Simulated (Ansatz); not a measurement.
Ru: energy against strain

Ru (hcp, P6_3/mmc, 13.776 Å³/atom at rest, c along z) under an equal strain ε in the (0001) plane with the normal axis free, as in a coherent film. PBE in Ansatz, a plane-wave DFT program (PAW, default set), 420 eV, 24×24×14 Γ-centred mesh, Fermi-Dirac smearing 0.10 eV; ions are relaxed within the symmetry of each cell.

Here s stands for strain and y for E less E0.

```
strain (%)  E less E0 (meV/atom)
----------  --------------------
-3.00                          ?
-1.50                      13.01
-1.00                       5.62
-0.50                       1.34
0.00                        0.00
0.50                        1.45
1.00                        5.55
1.50                       12.15
```

The 7 complete rows are fitted with a parabola, y against s. Least squares gives y = -0.003 - 0.1864·s + 5.5919·s². Residuals (row less fit): 0.152, -0.155, -0.148, 0.003, 0.148, 0.147, -0.149; standard error 0.184 (degrees of freedom: 4). Twice the quadratic coefficient over the volume, 2 × 5.5919 meV × 10⁴ × 0.1602 / 13.776 Å³, is twice the biaxial elastic modulus of this plane = 1301 ± 19 GPa.

Question: Estimate the missing y (s = -3.00); what did the run itself give?

Answer: y = -0.003 - 0.1864 × (-3.0) + 5.5919 × (-3.0)² = 50.883 meV/atom. The calculation gives 55.67 meV/atom, 4.787 meV/atom above the prediction (8.6 % of the range of y in the table). The row lies outside the fitted rows, so this is an extrapolation. From the scatter of the fitted rows alone, a prediction at this place has a standard error of 0.703 meV/atom, so the miss is 6.8 times that.

One order more, fitted to all 13 runs of the series, follows each within 0.06, so the miss is the next term of a smooth law. In a metal these values are sensitive to mesh and smearing; energies are taken to zero smearing, stresses follow the free energy. Rows are the converged runs of the series near zero and its far end; series whose fitted rows scatter by over a few per cent of the range, as at a crossing or softening among them, aren't shown in this form. Most that stay on the fit to the last digits aren't either.
